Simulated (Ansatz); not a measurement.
The reference is Ga2O3 in the corundum structure (space group R-3c, No. 167; a = 5.000 Å, c = 13.449 Å (hexagonal axes)). Axes: x lies along a and z along c of the hexagonal cell.

All numbers come from PBEsol (Ansatz, an electronic-structure program; PAW; 420 eV plane waves; spin-orbit coupling left out).

Strains are applied to the cell and any free atomic positions relax.

One change was made to it. Results:

```tsv
quantity	base	after
band gap	2.70 eV	2.83 eV
smallest direct gap	2.95 eV	3.10 eV
energy relative to the base (free energy F)	0 meV/atom	+2.4 meV/atom
```

Problem. Which of these changes matches the shifts?
(A) uniaxial strain ε_zz = −3.00 %
(B) uniaxial strain ε_zz = −1.50 %
(C) uniaxial strain ε_zz = −2.25 %
(D) uniaxial strain ε_zz = −0.75 %

Solution. B, uniaxial strain ε_zz = −1.50 %. For comparison, the band gap in the other runs: uniaxial strain ε_zz = −3.00 % gives 2.94 eV; uniaxial strain ε_zz = −2.25 % gives 2.89 eV; uniaxial strain ε_zz = −0.75 % gives 2.77 eV.

No phonon test of stability was made.
